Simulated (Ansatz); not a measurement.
Consider BeTe in the zinc blende structure (space group F-43m, No. 216; a = 5.554 Å). Axes: x, y, z lie along the cube axes.

The values are results of LDA (Ansatz, a program for electronic structure, PAW, no spin-orbit coupling), not measurements.

Base values:

| Quantity | Value |
|---|---|
| Valley order | X along ⟨100⟩ 1.79 eV; L along ⟨111⟩ 3.18 eV |

It is then changed as follows: tensor shear ε_xy = +0.29 % (engineering shear γ = 0.0058), atoms relaxed at fixed cell.

Question: Predict the new valley order.

Answer: The valley order (the lowest conduction-band minima on the path, energy above the VBM, named in the base's zone) goes from X along ⟨100⟩ 1.79 eV; L along ⟨111⟩ 3.18 eV to X along [001] 1.76 eV; X along [010] 1.76 eV; L along [1-11] 3.13 eV; L along [11-1] 3.17 eV.

With Te present, leaving out spin-orbit coupling can change the band edges. The levels and masses belong to the bands next to the band gap. The cells carry an imposed strain or load. Whether these cells are dynamically stable was not tested.
